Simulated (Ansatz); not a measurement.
Below is the final geometry of a nanostructure in its periodic cell.

```xyz
32
Lattice="7.736 0.000 0.000 0.000 7.736 0.000 0.000 0.000 18.500" Properties=species:S:1:pos:R:3 pbc="T T T"
Si     0.858    -0.067     7.035
Si     0.146     1.975     7.984
Si     1.817     1.991     9.692
Si     1.130     0.173    11.071
Si     0.863     4.038     7.093
Si     0.174     5.868     8.446
Si     1.851     5.854    10.148
Si     1.152     3.803    11.086
Si     3.271    -0.037     7.278
Si     3.814     1.989     8.380
Si     5.969     1.982     9.379
Si     6.442     0.165    10.856
Si     3.266     4.049     7.328
Si     3.771     5.887     8.751
Si     5.917     5.856     9.769
Si     6.485     3.800    10.819
O      0.372    -0.332     5.459
O      1.581     0.533    12.669
O      0.508     4.382     5.462
O      1.591     3.528    12.677
O      4.080    -0.244     5.828
O      5.593     0.403    12.285
O      4.032     4.416     5.849
O      5.707     3.370    12.271
H      0.383    -1.279     5.213
H      2.454     0.191    12.925
H     -0.299     3.961     5.126
H      1.623     2.572    12.897
H      4.173    -1.183     5.574
H      5.566     1.354    12.529
H      3.717     3.888     5.097
H      5.858     3.963    13.025
```

k-points: Γ-centred 4×4×1 mesh; occupations: Fermi-Dirac, 0.020 eV; spin polarisation not allowed. Scalar-relativistic, no spin-orbit coupling.

 The in-plane lattice is held at the bulk value.

Q: Is it metallic, and what gap does Ansatz (an electronic-structure program) with PBE give?

A: 
* **electronic character**: not metallic
* **Kohn-Sham band gap**: 0.83 eV
